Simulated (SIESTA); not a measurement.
A self-consistent single point of Zn2GaCuSe4 (P1, 8 atoms in the cell) with SIESTA.

Method of the run: LDA PW92, numerical atomic orbitals DZP, PseudoDojo LDA standard norm-conserving potentials (rewritten from UPF to PSML) (SIESTA).

The change in words: atoms moved at random. Reference geometry:
```
CELL_PARAMETERS angstrom
     -2.85330     2.85330     5.68208
      2.85330    -2.85330     5.68208
      2.85330     2.85330    -5.68208
ATOMIC_POSITIONS crystal
  Zn 0.75000 0.25000 0.50000
  Zn 0.25000 0.75000 0.50000
  Ga 0.50000 0.50000 0.00000
  Cu 0.00000 0.00000 0.00000
  Se 0.12590 0.12590 0.49750
  Se 0.87410 0.37160 0.00000
  Se 0.62840 0.62840 0.50250
  Se 0.37160 0.87410 0.00000
```

Reference input (self-consistent single point, DFT, LDA PW92, numerical atomic orbitals DZP, PseudoDojo LDA standard norm-conserving potentials (rewritten from UPF to PSML)): XC.functional = LDA; XC.authors = PW92; potentials = PseudoDojo LDA standard; PAO.BasisSize = DZP; PAO.EnergyShift = 0.005 Ry; MeshCutoff = 350 Ry; kgrid.MonkhorstPack = 3 3 3; OccupationFunction = FD; ElectronicTemperature = 0.02 eV; MaxSCFIterations = 150; SCF.Mixer.Method = Broyden; SCF.Mixer.Weight = 0.2. This run's input differs from it in these lines:

```diff
@@ -20,10 +20,10 @@
 %block AtomicCoordinatesAndAtomicSpecies
-     0.000000000    2.853300000    2.841037500  1
-     2.853300000    0.000000000    2.841037500  1
-     0.000000000    0.000000000    5.682075000  2
-     0.000000000    0.000000000    0.000000000  3
-     1.419516750    1.419516750   -1.396085827  4
-    -1.433783250    1.433783250    7.078160828  4
-     1.433783250    1.433783250    4.285989172  4
-     1.433783250   -1.433783250    7.078160828  4
+    -0.001717687    2.913567403    2.886573649  1
+     2.862042511   -0.004793544    2.807479165  1
+     0.004448295   -0.039172956    5.717707292  2
+    -0.053139859   -0.069278124   -0.014750667  3
+     1.395725935    1.440328720   -1.406040823  4
+    -1.407866726    1.442020727    7.103849489  4
+     1.471854832    1.435235580    4.310382320  4
+     1.435252700   -1.411307806    7.005174574  4
 %endblock AtomicCoordinatesAndAtomicSpecies
```

Log, with long lists cut:

```
        iscf     Eharris(eV)        E_KS(eV)     FreeEng(eV)     dDmax    Ef(eV) dHmax(eV)
   scf:    1   -31330.805921   -31638.690852   -31638.709062  1.430320 -0.673712 80.796043
   scf:    2   -31726.299363   -31774.205534   -31774.205534  1.892621 -3.724371 28.835684
   scf:    3   -31792.010388   -31783.894060   -31783.894060  0.270111 -3.735249 17.131859
   scf:    4   -31787.137378   -31788.768350   -31788.769587  0.449371 -3.390062  6.401580
   scf:    5   -31789.624166   -31789.281640   -31789.281657  0.056452 -3.543260  2.732268
   [... 8 lines left out ...]
   scf:   14   -31789.399208   -31789.399208   -31789.399209  0.000024 -3.723099  0.001037
   scf:   15   -31789.399208   -31789.399208   -31789.399209  0.000018 -3.723121  0.000736
   scf:   16   -31789.399208   -31789.399208   -31789.399209  0.000011 -3.723142  0.000548
   scf:   17   -31789.399208   -31789.399208   -31789.399209  0.000009 -3.723154  0.000409
SCF Convergence by DM+H criterion
max |DM_out - DM_in|         :     0.0000089607
max |H_out - H_in|      (eV) :     0.0004086015
SCF cycle converged after 17 iterations

Using DM_out to compute the final energy and forces

siesta: E_KS(eV) =           -31789.3992

siesta: E_KS - E_eggbox =    -31789.3992

siesta: Atomic forces (eV/Ang):
     1    0.082834   -0.380783   -0.162014
     2    0.087392    0.335982    0.079304
     3   -0.251994    0.548057   -0.527881
     4    0.452671    0.337447    0.203366
     5   -0.139325   -0.193307    0.298323
     6   -0.338509    0.030387   -0.298339
     7   -0.473194   -0.230289   -0.392410
     8    0.581503   -0.445102    0.799775
   Tot    0.001380    0.002392    0.000123
   Max    0.799775
   Res    0.368822    sqrt( Sum f_i^2 / 3N )
   Max    0.799775    constrained

   [... lines left out ...]
siesta: FreeEng =    -31789.399209
siesta: Cell volume =        185.038384 Ang**3
siesta:         -37.72768589        -30.95980534  kBar
   [... lines left out ...]

              0.043   0.022

mulliken: Qtot =      136.000

Mulliken Atomic Populations:
Atom #   charge [q] valence [e]  Species
     1     0.351193   19.648807  Zn
     2     0.369403   19.630597  Zn
     3    -0.390835   13.390835  Ga
     4    -0.109634   19.109634  Cu
     5    -0.070253   16.070253  Se
     6    -0.073735   16.073735  Se
     7    -0.079647   16.079647  Se
     8     0.003509   15.996491  Se
 Total    -0.000000
```

The run converged in 17 iterations. Against the reference run the free energy goes up by 14.4 meV/atom, the pressure goes from -4.13 to -3.77 GPa, the largest force goes from 0.188 to 1.084 eV/Å and the gap on the mesh stays at 0.414 eV.

The starting cell comes from a database of computed structures (which also holds hypothetical and non-ambient phases and stackings), without a prior relaxation at this level. For this run, on top of that: atoms moved at random. Values carry the incompleteness of an atom-centred basis. With a pressure of about -4 GPa the cell is away from its equilibrium volume at this level. Forces in this geometry exceed 1 eV/Å.

Cost on one core of a shared machine: roughly 60 s.
